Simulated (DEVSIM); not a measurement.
System: Pt/HfO2/n-Ge capacitor, at 250 K.

```tsv
layer (left to right)	material	thickness (nm)	Nd (cm⁻³)
1	HfO2	2.20	-
2	Ge	5700	1.1e16
```

Metal gate on the left, work function 5.6 eV. Fixed charge at the semiconductor interface 0 cm⁻² (in units of +e); no interface traps.

The device is made up for the run: typed textbook-type constants, with dimensions and the other settings drawn at random. Values at 300 K; Nc and Nv go as T^1.5, mobilities as T to minus their exponent, the gap by Varshni's rule with the affinity fixed.

| parameter | HfO2 | Ge |
|---|---|---|
| gap (eV) | 5.7 | 0.664 |
| affinity (eV) | 2.5 | 4 |
| permittivity | 22 | 16 |
| Nc (cm⁻³) | - | 1.04e19 |
| Nv (cm⁻³) | - | 6e18 |
| Varshni α (eV/K) | - | 0.000477 |
| Varshni β (K) | - | 235 |

DEVSIM, 1D Poisson equation in equilibrium, Boltzmann statistics, complete ionisation; no quantum confinement or tunnelling. Metal contacts follow the ideal Schottky-Mott rule: no Fermi-level pinning, no interface dipoles.

Task: Tabulate band edges, carrier densities and field at 1.2 V on the gate.

Result: Energies count from the Fermi level of the right contact; mesh points crowd at the junctions.

| x (μm) | Ec (eV) | Ev (eV) | n (cm⁻³) | p (cm⁻³) | field (V/cm) |
|---|---|---|---|---|---|
| 0.000 | 1.900 | -3.800 | < 1e2 | < 1e2 | -18000 |
| 0.0008890 | 1.898 | -3.802 | < 1e2 | < 1e2 | -18000 |
| 0.001701 | 1.897 | -3.803 | < 1e2 | < 1e2 | -18000 |
| 0.002668 | 0.395 | -0.288 | 8.6e10 | 7.2e12 | -24000 |
| 0.005541 | 0.388 | -0.295 | 1.2e11 | 5.3e12 | -24000 |
| 0.01085 | 0.376 | -0.307 | 2.1e11 | 3.0e12 | -23000 |
| 0.02172 | 0.352 | -0.331 | 6.5e11 | 9.6e11 | -22000 |
| 0.05820 | 0.281 | -0.402 | 1.7e13 | 3.6e10 | -17000 |
| 0.1257 | 0.193 | -0.489 | 1.0e15 | 6.2e8 | -8900 |
| 0.2727 | 0.144 | -0.539 | 9.9e15 | 6.3e7 | -520 |
| 0.5737 | 0.142 | -0.541 | 1.1e16 | 5.7e7 | ≈ 0 |
| 1.584 | 0.142 | -0.541 | 1.1e16 | 5.7e7 | ≈ 0 |
| 3.297 | 0.142 | -0.541 | 1.1e16 | 5.7e7 | ≈ 0 |
| 4.599 | 0.142 | -0.541 | 1.1e16 | 5.7e7 | ≈ 0 |
| 5.304 | 0.142 | -0.541 | 1.1e16 | 5.7e7 | ≈ 0 |
| 5.514 | 0.142 | -0.541 | 1.1e16 | 5.7e7 | ≈ 0 |
| 5.616 | 0.142 | -0.541 | 1.1e16 | 5.7e7 | ≈ 0 |
| 5.662 | 0.142 | -0.541 | 1.1e16 | 5.7e7 | ≈ 0 |
| 5.689 | 0.142 | -0.541 | 1.1e16 | 5.7e7 | ≈ 0 |
| 5.697 | 0.142 | -0.541 | 1.1e16 | 5.7e7 | ≈ 0 |
| 5.700 | 0.142 | -0.541 | 1.1e16 | 5.7e7 | ≈ 0 |
| 5.702 | 0.142 | -0.541 | 1.1e16 | 5.7e7 | ≈ 0 |
